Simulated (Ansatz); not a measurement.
# CaO, element substitutions

The reference is CaO in the rock salt structure (space group Fm-3m, No. 225).

```
CELL_PARAMETERS angstrom
      0.00000     2.41535     2.41535
      2.41535     0.00000     2.41535
      2.41535     2.41535     0.00000
ATOMIC_POSITIONS crystal
  O  0.00000 0.00000 0.00000
  Ca 0.50000 0.50000 0.50000
```

Each row replaces one element on all its sites; cell and atoms are relaxed.

All numbers come from PBE, PAW, 420 eV (Ansatz, a first-principles code; without spin-orbit coupling).

```
change   band gap  shortest interatomic distance
-------  --------  -----------------------------
base      3.66 eV                        2.415 Å
O → F        zero                        2.656 Å
O → Se    2.08 eV                        2.979 Å
Ca → Sr   3.33 eV                        2.598 Å
```

Stability against distortions was not tested. As relaxed here, CaF is a hypothetical phase, not in the database extracts checked. All final runs are without spin polarisation. An odd electron count without spin: CaF.
